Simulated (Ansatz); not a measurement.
The reference is PtSe$_{2}$ in the CdI2 type structure (space group P-3m1, No. 164; a = 3.7722 Å, c = 4.8212 Å; layered; relaxed with 0.1 eV smearing). Axes: x lies along a and z along c of the hexagonal cell.

All numbers come from Kohn–Sham DFT with the PBE-D3(BJ) functional, run in Ansatz (a first-principles code) with PAW and 420 eV plane waves, scalar-relativistic without spin-orbit coupling.

It is then changed as follows: the cell is compressed by 3.56 % along z with no lateral relaxation; the atoms relax in the strained cell.

Problem. Predict the new stress and largest internal atomic displacement.

Solution. The stress (xx, yy, zz, yz, xz, xy; compression positive) is (1.8, 1.8, 2.8, 0.0, 0.0, 0.0) GPa; the largest internal atomic displacement comes out as 0.030 Å.

Whether these cells are dynamically stable was not tested. The final runs are not spin-polarised.
